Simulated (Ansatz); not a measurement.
A 40-atom cell of (Ti,Al)C started in the rock salt structure, site fractions Ti 0.100, Al 0.900, short-range order -0.02 in the first shell of the mixed sites (0 is random, a negative value favours unlike neighbours), space group P-1 at the end. The mixed sublattice has 20 sites.

The mixing enthalpy is taken against the end members in the rock salt type (which need not be the stable form of AlC), relaxed in the same cell and mesh.

All values below come from PBE (plane waves to 420 eV, PAW; Ansatz, a quantum-chemistry and plane-wave program). No spin–orbit coupling; the runs are not spin-polarised. Its k-point mesh 5×5×5, Fermi–Dirac width 0.05 eV.

```
cell      energy at zero smearing (eV)
--------  ----------------------------
TiC                         -55045.451
AlC                         -15749.162
Al9TiC10                    -19677.225
```

### Question
Work out the mixing enthalpy per mixed site and the interaction parameter Ω of a regular solution.

### Answer
With x = 18/20 of the second end member, ΔH = [-19677.225 − 2/20 × (-55045.451) − 18/20 × (-15749.162)] / 20 = 78 meV against the separate end members. Ω = ΔH / x(1 − x) = 870 meV.
